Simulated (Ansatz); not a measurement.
**A computed series for GaP: pressure series**

Base system: GaP in the zinc blende structure (space group F-43m, No. 216).

```xyz
2
Lattice="0.0000 2.7193 2.7193 2.7193 0.0000 2.7193 2.7193 2.7193 0.0000" Properties=species:S:1:pos:R:3 pbc="T T T"
Ga     0.0000     0.0000     0.0000
P      1.3596     1.3596     1.3596
```

Cell and atoms are relaxed at each pressure.

All numbers come from plane-wave PAW DFT at the PBEsol level (Ansatz, a program for electronic structure, 420 eV), no spin-orbit coupling.

Candidates:
(a) pressure 4.5 GPa
(b) pressure 30 GPa
(c) pressure 2.1 GPa
(d) pressure 0.9 GPa

Base values:

| Quantity | Result |
|---|---|
| Band gap | 1.45 eV |

Question: Order them by band gap, lowest first.

Answer: (b) pressure 30 GPa (0.94 eV), (a) pressure 4.5 GPa (1.36 eV), (c) pressure 2.1 GPa (1.41 eV), (d) pressure 0.9 GPa (1.43 eV)

Load acts through the strain it causes; cell and atoms are relaxed under it. No phonon test of stability was made. Measured, GaP leaves this structure (for a Cmcm phase) near 26 GPa (temperature not stated; as listed in Datta, Sujoy, Jana, Debnarayan, arXiv (2020)).
